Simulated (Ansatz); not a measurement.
Seebeck coefficient (μV/K, mean over directions) of n-type CdS (P6_3mc) against carrier density, HSE06, rigid bands in Ansatz (an electronic-structure program). Computed gap 2.26 eV; densities at which minority carriers matter at this gap, or further valleys turn the trend, are left out. Conductivity mass 0.182 mₑ (harmonic mean over directions), N_c = 1.9e18 cm⁻³ at 300 K.

```csv
electron density,300 K,500 K
1e16 cm⁻³,-665,-733
1e17 cm⁻³,-467,___
1e18 cm⁻³,-272,-338
3e18 cm⁻³,-186,-248
1e19 cm⁻³,-106,-157
3e19 cm⁻³,-56,___
1e20 cm⁻³,-28,-46
3e20 cm⁻³,-15,-25
1e21 cm⁻³,-8,-14
```

What belongs in the gaps?


- 1e17 cm⁻³, 500 K: -535
- 3e19 cm⁻³, 500 K: -91

Rigid bands with a gap fixed in temperature, one relaxation time for all states, no polarons or phonon drag, and whether or not such doping can be reached. Spin-orbit coupling is left out. Geometry: cell and atoms relaxed with PBEsol.
